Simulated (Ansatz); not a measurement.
A user runs Ansatz (a first-principles code) on In2O3 (Ia-3, 40 atoms in the cell) and asks whether the run is sound. The aim is a self-consistent single point with DFT, PBE, plane waves, PAW files.

Cell that was meant: a = 8.8492 Å, b = 8.8492 Å, c = 8.8492 Å, α = 109.47°, β = 109.47°, γ = 109.47°.

Part of the input:

Ansatz 0.2 input:
```yaml
    - { symbol: O, position_ang: [1.562358, 1.193482, -1.118890] }
    - { symbol: O, position_ang: [3.546727, -1.193482, 3.990195] }
    - { symbol: O, position_ang: [1.562358, -1.193482, 6.227975] }
basis:
  ecutwfc: 210.0
kpoints:
  mp_grid:
    grid: [2, 2, 2]
```

Output, abridged:

```
   [... lines left out ...]
Symmetry: 24 space group operations
Space group: Ia-3 (ITA 206), of the structure as read, at distance tolerance 8.1e-5 Å
k-points: 3 of 8
Initial density: superposition of atomic densities (chi_scale 0.1, normalization cell, long waves kept (reshape's long-wave potential 0.00 eV rms))
Initial wavefunctions: pseudopotential atomic-orbital guess
Eigensolver: davidson
Functional: x = pbe(κ = 0.804, μ = 0.2195149727645171), c = pbe(β = 0.06672455060314922)
SCF iter   1: F=—  HF=-103045.759767 eV  |F-HF|=—  |Δ(HF+E_count)|=         —  Δρ=1.07e-1  dr2=2.02e1  ethr=3.10e-3  ⟨swp⟩=5.3  Hψ=2247  notcnv=0  defer=37
all-band conjugate gradients solve this SCF's bands
preconditioner: auto → Resta (q_TF=auto, 2.546 Å⁻¹)
SCF iter   2: F=—  HF=-103039.901065 eV  |F-HF|=—  |Δ(HF+E_count)|=    5.92e0  S|Δr|=   6.24e-2  Δρ=5.04e-2  dr2=5.19e0  ethr=3.10e-3  ⟨swp⟩=2.0  Hψ=915  notcnv=0  defer=95
   [... lines left out ...]
SCF iter   9: F=-103038.255753 eV  HF=-103038.255753 eV  |F-HF|=6.46e-9  |Δ(HF+E_count)|=   1.66e-7  S|Δr|=   4.05e-8  Δρ=8.53e-7  dr2=6.59e-9  ethr=2.84e-11  ⟨swp⟩=10.0  Hψ=2657  notcnv=0
Mixer restart at iter 9: flushing history
SCF iter  10: F=—  HF=-103038.255976 eV  |F-HF|=—  |Δ(HF+E_count)|=         —  Δρ=2.36e-7  dr2=2.62e-10  ethr=1.87e-12  ⟨swp⟩=2.0  Hψ=1082  notcnv=0
SCF iter  11: F=-103038.255976 eV  HF=-103038.255976 eV  |F-HF|=5.82e-11  |Δ(HF+E_count)|=  5.82e-11  S|Δr|=  7.02e-11  Δρ=6.46e-8  dr2=2.94e-11  ethr=1.00e-12  ⟨swp⟩=2.0  Hψ=1116  notcnv=0
SCF 1 converged in 11 iterations: F = -103038.255976 eV  dr2 = 2.94e-11
Stability not checked (fill_not_monotonic)
Free energy (F): -103038.255976 eV
F+E_penalty+E_count: -103038.255976 eV  (lagrangian_ev)
Internal energy: -103038.255976 eV  (E = F + TS)
E sigma→0 (E₀):  -103038.255976 eV
Fermi energy:    8.917533 eV
Smearing:        width narrowed from 0.1000 eV (input) to 0.0777 eV after iteration 9, whose occupations did not sum to the number of electrons (Fermi level in …
--- Forces (eV/Å), atoms counted from 1 ---
   [... lines left out ...]
  atom  40  O      0.28433756    -0.57551882     0.19885882
--- Stress (GPa, compression-positive) ---
        7.541105       0.000000       0.000000
        0.000000       7.541105       0.000000
        0.000000      -0.000000       7.541105
  P = ⅓ Tr σ = 7.5411 GPa (75.411 kbar)
  The stress holds the Pulay correction. Without it, at fixed plane waves, as pw.x and ABINIT print it: P = -197.9302 GPa
```

Task: Is anything amiss in this input, and did it matter?

Result: The run is not sound. The fault is a basis or grid far too coarse for these potentials. Far below the cutoff that the potentials were made for, the basis cannot represent the orbitals near the nuclei, and energies, forces and above all the stress go wrong. To fix it, restore the cutoff that the potentials need and check convergence. The run converged in 11 iterations without an error; against the sound input the free energy goes up by 3.74 eV/atom, the pressure goes from 3.31 to 7.54 GPa, the largest force goes from 0.310 to 0.672 eV/Å and the gap on the mesh goes from 1.047 to 0.617 eV. At a fixed set of plane waves, without the program's Pulay estimate, the pressure is -197.93 GPa against 2.99 GPa.

The sound input it was made from differs as follows (other fixes are possible):
```diff
-basis:
-  ecutwfc: 210.0
```

With that input, the run converged in 9 iterations: free energy E − TS (on the zero of these files) -103188.0383 eV; top of the valence band (on the code's own zero) 8.42 eV; gap on the k-point mesh 1.05 eV; pressure 3.31 GPa; largest force (vector length) 0.310 eV/Å (DFT, PBE, plane waves, PAW files).

On the sound input: the starting cell was generated: these elements placed on a structure prototype, without a prior relaxation; it need not be a known phase or ordering of this composition. Its lattice was rescaled by a random factor within 2.5 % of one. With a pressure of about 3 GPa the cell is away from its equilibrium volume at this level. Ansatz's pressure includes its estimate of the finite-basis (Pulay) stress.
